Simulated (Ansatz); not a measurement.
We consider CsCl-type CaO (model structure) (like a known high-pressure phase), described by PBEsol in Ansatz (PAW).

Numerical settings: plane-wave cutoff 500 eV, 14×14×14 k mesh, Fermi–Dirac smearing 0.05 eV, scalar-relativistic PAW data made under PBE.

Cell (relaxed at this level):

```yaml
crystal:
  lattice:
    - [2.88835, 0.00000, 0.00000]
    - [0.00000, 2.88835, 0.00000]
    - [0.00000, 0.00000, 2.88835]
  atoms:
    - { symbol: Ca, position: [0.00000, 0.00000, 0.00000] }
    - { symbol: O, position: [0.50000, 0.50000, 0.50000] }
```

Give the computed band gap.


* **band gap**: 2.69 eV (on the SCF k mesh)

Computing time: about 13 core-seconds (a rough figure).

A model structure was made by putting elements into a prototype or built by hand; it is no filed structure, need not be a known phase, and can be a saddle point held by its symmetry.

Ansatz is a first-principles code.
